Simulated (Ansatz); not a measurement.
Defect: interstitial C in silicon strained by +1.5 % along x and y, z held, neutral cell. These are PBE, PAW (plane waves to 420 eV; Ansatz, a program for electronic structure) values and carry that method's errors.

64-site cell at the strained lattice (strain from the relaxed PBE one, atoms relaxed), a 2×2×2 k-point mesh shifted by half a step, smearing 0.01 eV, spin-restricted, no finite-size correction. Energies are static. The charge state is imposed; whether it is stable for some Fermi level was not computed. Sites that were not tried may lie lower.

Barriers: single points on a 3×3×3 k-point mesh shifted by half a step at the bands' geometries.

Relaxed starting cell (atoms counted from 1):

```yaml
crystal:
  lattice:
    - [11.10410, 0.00000, 0.00000]
    - [0.00000, 11.10410, 0.00000]
    - [0.00000, 0.00000, 10.94000]
  atoms:
    - { symbol: Si, position: [0.00188, 0.00024, 0.24933] }
    - { symbol: Si, position: [0.99965, 0.00024, 0.74938] }
    - { symbol: Si, position: [0.00075, 0.50028, 0.24936] }
    - { symbol: Si, position: [0.99982, 0.50020, 0.74935] }
    - { symbol: Si, position: [0.55960, 0.00035, 0.24935] }
    - { symbol: Si, position: [0.50036, 0.00022, 0.74934] }
    - { symbol: Si, position: [0.50042, 0.50021, 0.24933] }
    - { symbol: Si, position: [0.49858, 0.50023, 0.74933] }
    - { symbol: Si, position: [0.12333, 0.37805, 0.12382] }
    - { symbol: Si, position: [0.12640, 0.37601, 0.62529] }
    - { symbol: Si, position: [0.12155, 0.87256, 0.12131] }
    - { symbol: Si, position: [0.12382, 0.87471, 0.62719] }
    - { symbol: Si, position: [0.62386, 0.37272, 0.12528] }
    - { symbol: Si, position: [0.62375, 0.37496, 0.62447] }
    - { symbol: Si, position: [0.64639, 0.86292, 0.11732] }
    - { symbol: Si, position: [0.62327, 0.87688, 0.62057] }
    - { symbol: Si, position: [0.00137, 0.25164, 0.99760] }
    - { symbol: Si, position: [0.99824, 0.25257, 0.50201] }
    - { symbol: Si, position: [0.99821, 0.74783, 0.99666] }
    - { symbol: Si, position: [0.00137, 0.74882, 0.50115] }
    - { symbol: Si, position: [0.49567, 0.23835, 0.01192] }
    - { symbol: Si, position: [0.50022, 0.24926, 0.49751] }
    - { symbol: Si, position: [0.50019, 0.75117, 0.00120] }
    - { symbol: Si, position: [0.49567, 0.76203, 0.48677] }
    - { symbol: Si, position: [0.12159, 0.12787, 0.37734] }
    - { symbol: Si, position: [0.12384, 0.12575, 0.87157] }
    - { symbol: Si, position: [0.12336, 0.62247, 0.37491] }
    - { symbol: Si, position: [0.12639, 0.62440, 0.87339] }
    - { symbol: Si, position: [0.64651, 0.13758, 0.38145] }
    - { symbol: Si, position: [0.62327, 0.12356, 0.87810] }
    - { symbol: Si, position: [0.62386, 0.62769, 0.37340] }
    - { symbol: Si, position: [0.62375, 0.62547, 0.87423] }
    - { symbol: Si, position: [0.24428, 0.99899, 0.99566] }
    - { symbol: Si, position: [0.24426, 0.00142, 0.50302] }
    - { symbol: Si, position: [0.25100, 0.49983, 0.99916] }
    - { symbol: Si, position: [0.25100, 0.50056, 0.49948] }
    - { symbol: Si, position: [0.75741, 0.00120, 0.99566] }
    - { symbol: Si, position: [0.75746, 0.99922, 0.50303] }
    - { symbol: Si, position: [0.74779, 0.49843, 0.99889] }
    - { symbol: Si, position: [0.74780, 0.50198, 0.49980] }
    - { symbol: Si, position: [0.37498, 0.37535, 0.37366] }
    - { symbol: Si, position: [0.37601, 0.37032, 0.87908] }
    - { symbol: Si, position: [0.35365, 0.88607, 0.35986] }
    - { symbol: Si, position: [0.37569, 0.87637, 0.87551] }
    - { symbol: Si, position: [0.87739, 0.38037, 0.37615] }
    - { symbol: Si, position: [0.87414, 0.37524, 0.87411] }
    - { symbol: Si, position: [0.87944, 0.87448, 0.37507] }
    - { symbol: Si, position: [0.87563, 0.87358, 0.87039] }
    - { symbol: Si, position: [0.24271, 0.25576, 0.25182] }
    - { symbol: Si, position: [0.25150, 0.24981, 0.74893] }
    - { symbol: Si, position: [0.24272, 0.74469, 0.24680] }
    - { symbol: Si, position: [0.25150, 0.75060, 0.74974] }
    - { symbol: Si, position: [0.76042, 0.25742, 0.24711] }
    - { symbol: Si, position: [0.74727, 0.24994, 0.75184] }
    - { symbol: Si, position: [0.76037, 0.74305, 0.25160] }
    - { symbol: Si, position: [0.74725, 0.75048, 0.74684] }
    - { symbol: Si, position: [0.35366, 0.11432, 0.13884] }
    - { symbol: Si, position: [0.37570, 0.12403, 0.62316] }
    - { symbol: Si, position: [0.37494, 0.62504, 0.12498] }
    - { symbol: Si, position: [0.37596, 0.63008, 0.61958] }
    - { symbol: Si, position: [0.87940, 0.12595, 0.12361] }
    - { symbol: Si, position: [0.87565, 0.12684, 0.62831] }
    - { symbol: Si, position: [0.87732, 0.62010, 0.12254] }
    - { symbol: Si, position: [0.87415, 0.62516, 0.62460] }
    - { symbol: C, position: [0.40176, 0.00038, 0.24955] }
```

End state 1 differs by these moves (Å; atoms that move under 0.08 Å are left out):

| atom | element | Δx | Δy | Δz |
|---|---|---|---|---|
| 5 | Si | -0.81 | -0.14 | -0.25 |
| 15 | Si | -0.18 | 0.12 | 0.00 |
| 16 | Si | 0.08 | 0.00 | 0.13 |
| 21 | Si | 0.06 | 0.17 | -0.16 |
| 24 | Si | 0.15 | -0.24 | 0.37 |
| 27 | Si | 0.16 | 0.17 | -0.06 |
| 29 | Si | -0.37 | -0.27 | -0.13 |
| 34 | Si | -0.04 | 0.09 | 0.19 |
| 38 | Si | -0.12 | 0.00 | -0.06 |
| 43 | Si | 0.24 | -0.12 | 0.80 |
| 49 | Si | 0.09 | -0.06 | -0.03 |
| 51 | Si | 0.23 | 0.21 | -0.22 |
| 53 | Si | -0.17 | -0.13 | 0.03 |
| 55 | Si | -0.12 | 0.09 | -0.02 |
| 56 | Si | 0.08 | -0.02 | 0.04 |
| 57 | Si | 0.22 | 0.18 | -0.23 |
| 58 | Si | 0.01 | 0.07 | 0.11 |
| 59 | Si | 0.02 | -0.05 | -0.08 |
| 60 | Si | -0.03 | -0.11 | 0.15 |
| 62 | Si | -0.03 | -0.02 | -0.08 |
| 65 | C | -0.30 | -1.38 | 0.26 |

What is the computed forward and backward barriers to end state 1 (PBE, PAW)?

forward 0.70 eV, backward 0.48 eV; at the saddle point atom 65 has neighbours 2 Si at 1.88, Si at 2.04, Si at 2.12 Å. The saddle point's order was not checked.

End state 2 differs by these moves (Å; atoms that move under 0.08 Å are left out):

```csv
atom,element,Δx,Δy,Δz
2,Si,0.06,-0.01,0.07
5,Si,0.30,-0.44,0.97
9,Si,0.04,-0.10,0.02
12,Si,0.02,0.01,-0.08
15,Si,-0.58,0.16,0.03
22,Si,0.00,0.07,0.09
23,Si,-0.11,-0.10,-0.10
26,Si,0.05,-0.02,0.07
29,Si,0.05,0.12,0.21
33,Si,0.06,-0.03,0.05
34,Si,0.10,-0.02,-0.15
35,Si,-0.05,-0.06,-0.03
37,Si,-0.20,-0.01,0.09
38,Si,0.08,0.10,0.14
43,Si,0.17,-0.10,-0.17
44,Si,-0.06,-0.04,-0.06
47,Si,-0.08,0.06,0.01
48,Si,-0.07,0.02,0.07
49,Si,0.15,-0.16,-0.03
55,Si,-0.26,0.23,-0.02
57,Si,0.33,-0.17,-0.05
59,Si,-0.05,-0.08,-0.05
61,Si,-0.08,-0.03,0.01
62,Si,0.12,0.04,0.09
63,Si,-0.09,0.10,0.06
65,C,0.71,-0.38,-0.35
```

Estimate the forward and backward barriers to end state 2 that PBE, PAW returns for this input.

forward 0.72 eV, backward 0.083 eV; at the saddle point atom 5 has neighbours C at 1.83; Si at 2.30 Å. The saddle point's order was not checked.
